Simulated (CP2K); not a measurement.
Band structure of RbBr (Fm-3m, 2 atoms in the cell).

```
RbBr
1.0
    4.87197     0.00000     0.00000
    2.43598     4.21925     0.00000
    2.43598     1.40641     3.97794
Rb Br
1 1
Cartesian
  0.00000   0.00000   0.00000
  4.87197   2.81283   1.98897
```

Method of the run: PBE, GPW, DZVP-MOLOPT-SR-GTH basis, GTH-PBE potentials (GTH_POTENTIALS) (CP2K 2026.2).

Settings: CUTOFF = 500 Ry; REL_CUTOFF = 50 Ry; SMEAR/METHOD = FERMI_DIRAC; ELECTRONIC_TEMPERATURE = 232.09 K; KPOINTS/SCHEME = MONKHORST-PACK 8 8 8; GAMMA_CENTERED = T; XC_FUNCTIONAL = PBE; Rb/BASIS_SET = DZVP-MOLOPT-SR-GTH; Rb/POTENTIAL = GTH-PBE-q9; Br/BASIS_SET = DZVP-MOLOPT-SR-GTH; Br/POTENTIAL = GTH-PBE-q7; METHOD = GPW; EPS_DEFAULT = 1e-10; EXTRAPOLATION = USE_GUESS.

The starting cell has typed, rounded lattice constants, without a prior relaxation at this level. Values carry the incompleteness of an atom-centred basis.

Question: Predict the gap along the standard path and the places of the band edges.

Answer: The gap along the path is 4.36 eV, direct at Γ to within 0.01 eV.

Levels in eV from the top of the valence band on the SCF mesh, bands 5 to 9:
```
point      5      6      7      8     9
-----  -----  -----  -----  -----  ----
Γ      -8.62   0.00   0.00   0.00  4.36
X      -8.68  -0.48  -0.16  -0.16  5.81
W      -8.60  -0.48  -0.35  -0.35  7.29
K      -8.64  -0.48  -0.42  -0.26  6.58
L      -8.57  -0.96  -0.35  -0.35  7.51
U      -8.64  -0.48  -0.42  -0.26  6.58
```

Higher empty bands are left out: an atom-centred basis made for the valence describes them poorly.
